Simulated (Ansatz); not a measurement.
Worked calculations on one periodic cell of amorphous Si$_{24}$O$_{51}$In$_{2}$: Si24O51In2, 77 atoms, volume 1157.0 Å³, made by a melt-quench on the CHGNet potential and relaxed with DFT. O atoms were pushed apart under 1.9 Å during the dynamics, to hinder bonds among them. It is a model cell: composition and starting density were chosen by hand, and all elements were melted together. Cycles of charging were run to anneal it. The numbers are results of PBE, scalar-relativistic without spin-orbit coupling (plane waves to 420 eV, PAW; Ansatz, a quantum-chemistry and plane-wave program), not measurements. Sampling: a 2×2×2 Γ-centred mesh; Fermi-Dirac width 0.02 eV; no spin polarisation. Its volume was held where the quench left it, its shape was free, and it stands at a mean pressure of 0.6 GPa with stress components up to 0.7 GPa; the relaxation ran on the zone centre alone. Its density went from a set 2.47 to 2.47 g/cm³. The cell is small and was quenched far faster than a real film, so it is one sample of the glass.

Problem. Count formal charges (Si +4, O -2, In +3). What does the count lead one to expect at the Fermi level, and what does the calculation give?

Solution. 24 × (+4) + 51 × (-2) + 2 × (+3) = 0. The charges balance, so the anion-derived valence states can be full and a gap can open. On this mesh the highest filled and lowest empty level lie 3.44 eV apart; localised defect or tail levels set that (at the zone centre the more localised edge state sits most on one O atom with neighbours Si 1.60 Å, In 2.00 Å), and the nearest spread-out levels lie 4.2 eV apart.

Four energies for an added electron at PBE on the zone centre alone (charged cells in a uniform background, spin-polarised): neutral at the neutral geometry -55469.411 eV; charged at the neutral geometry -55463.883 eV; charged and relaxed -55464.390 eV; neutral at the charged geometry -55468.387 eV.

Problem. Find the two relaxation energies and their sum, the reorganisation energy.

Solution. On charging: -55463.883 − (-55464.390) = 0.507 eV. On discharging: -55468.387 − (-55469.411) = 1.024 eV. The sum is 1.531 eV. The carrier's level spreads over 4 of the 77 atoms' worth, so it counts as localised, most on one In atom with neighbours O 2.00 Å, O 2.01 Å, O 2.01 Å (neutral geometry). The values are uncorrected: the image energy of a point charge in this cell, 2.84 × 14.40 / (2 × 10.5) = 1.9 eV before screening, is screened by electrons alone at the fixed geometry and by ions too after relaxing, and the carrier can be spread before it relaxes, so each term can be off by up to that value times 1/ε∞, some tenths of an eV. PBE's self-interaction favours spread-out carriers, so a hybrid can localise more.

Four energies for a hole at PBE on the zone centre alone (charged cells in a uniform background, spin-polarised): neutral at the neutral geometry -55469.411 eV; charged at the neutral geometry -55470.921 eV; charged and relaxed -55471.143 eV; neutral at the charged geometry -55469.092 eV.

Problem. Find the two relaxation energies and their sum, the reorganisation energy.

Solution. On charging: -55470.921 − (-55471.143) = 0.222 eV. On discharging: -55469.092 − (-55469.411) = 0.319 eV. The sum is 0.541 eV. The carrier's level spreads over 7 of the 77 atoms' worth, so it counts as partly localised, most on one O atom with neighbours Si 1.60 Å, In 2.00 Å (neutral geometry). The values are uncorrected: the image energy of a point charge in this cell, 2.84 × 14.40 / (2 × 10.5) = 1.9 eV before screening, is screened by electrons alone at the fixed geometry and by ions too after relaxing, and the carrier can be spread before it relaxes, so each term can be off by up to that value times 1/ε∞, some tenths of an eV. PBE's self-interaction favours spread-out carriers, so a hybrid can localise more.
